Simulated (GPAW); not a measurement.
GPAW is run on YMnSi (P4/nmm, 6 atoms in the cell), and the run fails. The aim is a self-consistent single point with DFT PBEsol, plane waves, GPAW PAW datasets PBEsol (made by gpaw-setup).

This input was run:

```python
from ase import Atoms
from ase.units import GPa
from gpaw import GPAW

atoms = Atoms(['Y', 'Y', 'Mn', 'Mn', 'Si', 'Si'],
              cell=[[3.864682, 0.000000, 0.000000],
                    [0.000000, 3.864682, 0.000000],
                    [0.000000, 0.000000, 7.232873]],
              scaled_positions=[[0.500000, 0.000000, 0.664920],
                                [0.000000, 0.500000, 0.335080],
                                [0.000000, 0.000000, 0.000000],
                                [0.500000, 0.500000, 0.000000],
                                [0.000000, 0.500000, 0.796910],
                                [0.500000, 0.000000, 0.203090]],
              pbc=True)

atoms.set_initial_magnetic_moments([1.0, 1.0, 4.0, 4.0, 0.0, 0.0])

calc = GPAW(spinpol=True,
            mode={'name': 'pw', 'ecut': 850},
            xc='PBEsol',
            setups={'Mn': 'd'},
            kpts=(7, 7, 3),
            occupations={'name': 'marzari-vanderbilt', 'width': 0.05},
            nbands=-14,
            symmetry={'symmorphic': False, 'tolerance': 0.0005},
            maxiter=100)

atoms.calc = calc

energy = atoms.get_potential_energy()
print('Energy (eV):', round(energy, 6))
forces = atoms.get_forces()
print('Forces (eV/Ang):')
print(forces.round(5))
stress = atoms.get_stress()
print('Stress (GPa, Voigt):', (stress / GPa).round(4))
```

Log, with long lists cut:

```
Input parameters:
  kpts: [7 7 3]
  maxiter: 100
  mode: {ecut: 850,
         name: pw}
  nbands: -14
  occupations: {name: marzari-vanderbilt,
                width: 0.05}
  setups: {Mn: d}
  spinpol: True
  symmetry: {symmorphic: False,
             tolerance: 0.0005}
  xc: PBEsol

Traceback (most recent call last):
   [... frames left out ...]
FileNotFoundError: Could not find required PAW dataset file "Mn.d.PBEsol".

You need to set the GPAW_SETUP_PATH environment variable to point to
the directories where PAW dataset and basis files are stored.  See
https://gpaw.readthedocs.io/install.html#install-paw-datasets
for details.
```

Q: From the messages shown, name the fault and mend the input.

A: The fault is a potential or basis that cannot be found. The input names a file or set that is not where the program looks, or that does not exist under that name. To fix it, correct the name or place the file. The program stopped before any SCF iteration.

An input that runs soundly differs in these lines (not the only fix; some lines may just follow from the change or write a value another way):
```diff
-            setups={'Mn': 'd'},
```

With that input, the run converged in 18 iterations: free energy E − TS (from the program's reference atoms) -46.1258 eV; Fermi level (on the code's own zero) 8.14 eV; pressure -1.98 GPa; largest force (vector length) 0.252 eV/Å; size of the cell's spin moment 3.80 μB (DFT PBEsol, plane waves, GPAW PAW datasets PBEsol (made by gpaw-setup)).

On the sound input: the starting cell comes from a database of computed structures (which also holds hypothetical and non-ambient phases and stackings), without a prior relaxation at this level. Its lattice was rescaled by a random factor within 2.5 % of one. The magnetic order is the one reached from the typed start; others were not searched systematically.
